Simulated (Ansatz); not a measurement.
O on the 1x1 (110) surface of bcc Ta, one in a 2x1 cell, energies for each (15.6 Å²). Energies are against ½ O2(g), without zero-point or thermal terms; each row is named by its start.

Level of theory: PBE (plane waves to 420 eV, PAW; Ansatz, a first-principles code).

Which site binds most strongly?
(A) top Ta
(B) bridge Ta-Ta (span 3.3 Å)
(C) hollow Ta-Ta-Ta
(D) bridge Ta-Ta (span 2.9 Å)

C, hollow Ta-Ta-Ta. Adsorption energies: hollow Ta-Ta-Ta -4.82 eV; bridge Ta-Ta (span 3.3 Å) -4.49 eV; bridge Ta-Ta (span 2.9 Å) -4.02 eV; top Ta -2.64 eV.
